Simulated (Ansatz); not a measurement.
Start from ZnS in the zinc blende structure (space group F-43m, No. 216).

```cif
data_SZn
_chemical_formula_sum 'Zn1 S1'
_space_group_name_H-M_alt 'P 1'
_space_group_IT_number 1
_cell_length_a 3.74542
_cell_length_b 3.74542
_cell_length_c 3.74542
_cell_angle_alpha 60.000
_cell_angle_beta 60.000
_cell_angle_gamma 60.000
loop_
_space_group_symop_operation_xyz
  'x, y, z'
loop_
_atom_site_label
_atom_site_type_symbol
_atom_site_fract_x
_atom_site_fract_y
_atom_site_fract_z
_atom_site_occupancy
Zn1 Zn 0.00000 0.00000 0.00000 1
S1 S 0.75000 0.75000 0.75000 1
```

The values are results of LDA, PAW, 420 eV (Ansatz, a program for electronic structure; no spin-orbit coupling), not measurements.

Base values:

* **Electron mass**: 0.17 mₑ (at Γ)
* **Pressure**: -0.01 GPa
* **Hole mass**: 0.18, 0.63, 0.63 mₑ (at Γ)
* **Valley order**: Γ 2.13 eV; X along ⟨100⟩ 3.05 eV; L along ⟨111⟩ 3.20 eV

It is then changed as follows: every lattice vector is shortened by 3.00 %, atoms relaxed at fixed cell.

### Question
What happens to the electron mass?

### Answer
The electron mass changes from 0.17 mₑ (at Γ) to 0.19 mₑ (at Γ).

### Question
Predict the new energy relative to the base.

### Answer
The energy grows by 45 meV/atom.

### Question
What happens to the pressure?

### Answer
The pressure grows by 9.68 GPa, from -0.01 GPa to 9.67 GPa.

### Question
Predict the new hole mass.

### Answer
The hole mass (degenerate bands, along [100]) becomes 0.20, 0.56, 0.56 mₑ (at Γ) (base: 0.18, 0.63, 0.63 mₑ (at Γ)).

### Question
Predict the new valley order.

### Answer
The valley order (the lowest conduction-band minima on the path, energy above the VBM, named in the base's zone) changes from Γ 2.13 eV; X along ⟨100⟩ 3.05 eV; L along ⟨111⟩ 3.20 eV to Γ 2.55 eV; X along ⟨100⟩ 2.82 eV; L along ⟨111⟩ 3.36 eV.

The levels and masses belong to the bands next to the band gap. The cells carry an imposed strain or load. Effective masses come from finite differences of ±0.01 Å⁻¹. No phonon test of stability was made.
